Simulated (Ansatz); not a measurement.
Hf vacancy + 2 H in monoclinic HfO2

Computed with PBE, PAW (plane waves to 420 eV; Ansatz, a first-principles code). Cell: 96 sites, 2×2×2; final energies on a 2×2×2 shifted mesh. Sites at the start: the Hf site; 2 H on the vacancy's neighbours. Energies of charged states are corrected for periodic images (point charge plus alignment at distant sites). Dielectric constants: PBE linear response of the host. Host gap at this level: 4.04 eV. A cell of this size leaves errors of a few tenths of an eV. Levels are measured in PBE's own, too narrow, gap. Spin–orbit coupling is left out, which matters for these heavy elements. Each state is the lowest found from its start.

Formation energies E_f are given with the Fermi level at the valence-band maximum. Chemical conditions: Hf-rich (Δμ(Hf) = 0.00 eV, Δμ(H) = -0.71 eV, bounded by HfH2 (I4/mmm); only phases computed here count, gases as isolated molecules at 0 K); O-rich (Δμ(Hf) = -10.38 eV, Δμ(H) = -1.25 eV, bounded by H2O molecule; only phases computed here count, gases as isolated molecules at 0 K). Reference phases: H: H2 molecule in a box, Hf: hcp Hf.

| charge | moment (μB) | point group | largest move off a lattice site (Å) | image correction with alignment (eV) | E_f, Hf-rich (eV) | E_f, O-rich (eV) |
|---|---|---|---|---|---|---|
| +1* | 1.0 | – | 0.20 | – | – | – |
| 0† | not spin-polarised | – | 0.24 | 0.00 | 11.79 | 2.50 |
| −1† | 1.0 | – | 0.24 | 0.56 | – | – |
| −2 | not spin-polarised | C1 | 0.27 | 1.20 | 11.94 | 2.65 |

* At this level the carrier isn't localised at the defect: at charge +1 holes occupy the valence band. Such a state is shallow or no state of the defect, and this cell gives it no level.

† Not settled in this cell, so no level is given: charge 0: a level filled in part, carriers not clearly localised, level within 0.1 eV of a band edge or past it; charge −1: carriers not clearly localised.

Point groups are those of the whole cell at tolerances of 0.03 and 0.1 Å ("near" where only the looser one holds); none is given for unsettled states.

Flagged in the runs: a host whose relaxation on this sampling wasn't shown to rest, a strain field that reaches the edge of the cell.
